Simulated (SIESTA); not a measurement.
Band structure of Be (P6_3/mmc, 2 atoms in the cell).

```yaml
crystal:
  lattice:
    - [2.23896, 0.00000, 0.00000]
    - [-1.11948, 1.93900, 0.00000]
    - [0.00000, 0.00000, 3.53335]
  atoms:
    - { symbol: Be, position: [0.33333, 0.66667, 0.75000] }
    - { symbol: Be, position: [0.66667, 0.33333, 0.25000] }
```

Method: GGA PBE, numerical atomic orbitals DZP, PseudoDojo PBE standard norm-conserving potentials (rewritten from UPF to PSML) run with SIESTA.

Settings: XC.functional = GGA; XC.authors = PBE; potentials = PseudoDojo PBE standard; PAO.BasisSize = DZP; PAO.EnergyShift = 0.005 Ry; MeshCutoff = 400 Ry; kgrid.MonkhorstPack = 13 13 8; OccupationFunction = FD; ElectronicTemperature = 50 meV; PAO.Polarization.NonPerturbative = true; MaxSCFIterations = 150; SCF.Mixer.Method = Pulay; SCF.Mixer.Weight = 0.1; SCF.Mixer.History = 8.

The starting cell comes from a database of computed structures (which also holds hypothetical and non-ambient phases and stackings), without a prior relaxation at this level. Its lattice was rescaled by a random factor within 2.5 % of one. Values carry the incompleteness of an atom-centred basis.

Levels in eV from the Fermi level, bands 1 to 6:
```tsv
point	1	2	3	4	5	6
Γ	-100.27	-100.23	-11.43	-4.41	1.64	16.82
M	-100.23	-100.22	-4.98	-2.92	3.94	9.27
K	-100.22	-100.22	-2.46	-0.75	-0.75	7.22
A	-100.25	-100.25	-9.23	-9.23	12.09	12.09
L	-100.22	-100.22	-3.61	-3.61	2.20	2.20
H	-100.22	-100.22	-1.10	-1.10	0.61	0.61
```

Bands cross the Fermi level along this path, so the cell is metallic at this level.

Higher empty bands are left out: an atom-centred basis made for the valence describes them poorly.
